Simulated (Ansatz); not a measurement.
Results of PBEsol in Ansatz (PAW) for PdBi (P6₃/mmc, No. 194, 4 atoms in the cell; start mp-1008488).

Run with plane-wave cutoff 520 eV, 18×18×10 k mesh (along the axes of the cell as run), Fermi–Dirac smearing 0.05 eV, scalar-relativistic PAW data made under PBE.

Cell (relaxed at this level):

BiPd is taken in the hexagonal space group P6₃/mmc (No. 194), the NiAs type structure, Pearson symbol hP4. Cell: a = 4.2587 Å, b = 4.2587 Å, c = 5.6285 Å, α = 90.00°, β = 90.00°, γ = 120.00°. Bi on 2c has 6 Pd at 2.833 Å. Pd on 2a sees 2 Pd at 2.814 Å and 6 Bi at 2.833 Å. (Neighbours: up to the widest gap in distance over summed covalent radii, below 1.35, at either atom.)

Q: What does this level give for the bulk modulus B0?

A: 
- bulk modulus B0 = 106 GPa

The run finds no gap.

Note: the bulk modulus is −V dP/dV from two relaxed cells at ±2 % in volume; the relaxation could not lower the start's symmetry, so the cell can be a saddle point above a distorted one.

Spin–orbit coupling is not included; it can shift volumes and moduli of such heavy elements.

Static lattice: no zero-point or thermal effects.

Computing time: very roughly 5 core-minutes.

A start named mp-… is a Materials Project structure, which need not be a measured phase.

Ansatz is an electronic-structure program.
